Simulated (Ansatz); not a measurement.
```xyz
8
Lattice="5.8137 0.0000 0.0000 0.0000 5.8137 0.0000 0.0000 0.0000 3.3506" Properties=species:S:1:pos:R:3 pbc="T T T"
B      1.8760     3.9377     0.0000
B      3.9377     1.8760     0.0000
B      4.7828     4.7828     1.6753
B      1.0308     1.0308     1.6753
As     1.8504     1.8504     0.0000
As     3.9632     3.9632     0.0000
As     1.0564     4.7573     1.6753
As     4.7573     1.0564     1.6753
```

A single point on hypothetical P4_2/mnm BAs with a change (pressure 1.5 GPa), its geometry relaxed with PBEsol.

Method: PBEsol, PAW, 420 eV (Ansatz, a quantum-chemistry and plane-wave program; with spin-orbit coupling). k-mesh 6×6×10 (Γ-centred); smearing 0.05 eV (Fermi–Dirac).

### Question
Estimate the band gap.

### Answer
0.51 eV.

### Question
Predict the gap character.

### Answer
Indirect, Γ → k = (0, 0, 0.300) in the run's primitive reciprocal basis.

Single points use the geometry relaxed with PBEsol. Load acts through the strain it causes; cell and atoms are relaxed under it. No phonon test of stability was made. The cell was made from BAs (space group P4_2/mnm, No. 136; a hypothetical phase, not in the database extracts checked) by this change: pressure 1.5 GPa.
